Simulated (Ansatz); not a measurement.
The parent structure is BN in the zinc blende structure (space group F-43m, No. 216; a = 3.606 Å). Axes: x, y, z lie along the cube axes.

One thing is altered: biaxial strain +2.50 %, plane normal [001], relaxed out of plane (Cartesian); in-plane vectors clamped, the third vector and the atoms free.

Computed with PBEsol in Ansatz (plane waves to 420 eV, PAW, scalar-relativistic without spin-orbit coupling).

Problem. Give the band edges at the high-symmetry points of the new zone, measured from its valence-band maximum.

Solution. 
```tsv
point	valence edge (eV)	conduction edge (eV)
Γ	0.00	8.25
X	-4.84	4.25
P	-6.61	9.48
N	-1.85	9.17
M	-5.33	3.64
S	-4.63	5.78
S₀	-4.63	5.78
R	-6.58	8.62
G	-6.58	8.62
```

The gap is 3.64 eV, indirect, Γ → M.

Semilocal Kohn–Sham gaps tend to fall short of experiment. Stability against distortions was not tested. Labels are those of the standard path for the cell's own space group.

Ansatz is a first-principles code.
